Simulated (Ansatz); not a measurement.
**Ga₂O₃ (model structure, started from the A-La2O3 type, P-3m1, No. 164, 5 atoms in the cell)**

These are r²SCAN+rVV10 (Ansatz, an electronic-structure program, PAW) values and carry that method's errors.

Settings: plane-wave cutoff 560 eV, 12×12×8 k mesh (along the axes of the cell as run), Fermi–Dirac smearing 0.01 eV, scalar-relativistic PAW data made under PBE.

Cell (relaxed at this level):

```
CELL_PARAMETERS angstrom
      2.98869     0.00000     0.00000
     -1.49434     2.58828     0.00000
      0.00000     0.00000     6.64773
ATOMIC_POSITIONS crystal
  Ga 0.33333 0.66667 0.20935
  Ga 0.66667 0.33333 0.79065
  O  0.00000 0.00000 0.00000
  O  0.33333 0.66667 0.68356
  O  0.66667 0.33333 0.31644
```

| Item | Value |
|---|---|
| band gap | 2.97 eV (on the SCF k mesh) |

Note: the relaxation could raise the start's symmetry but not lower it, so the cell can be a saddle point.

Spin–orbit coupling is not included.

Static lattice: no zero-point or thermal effects.

Cost on a shared machine: very roughly 7 core-minutes.

A model structure was made by putting elements into a prototype or built by hand; it is no filed structure, need not be a known phase, and can be a saddle point held by its symmetry.
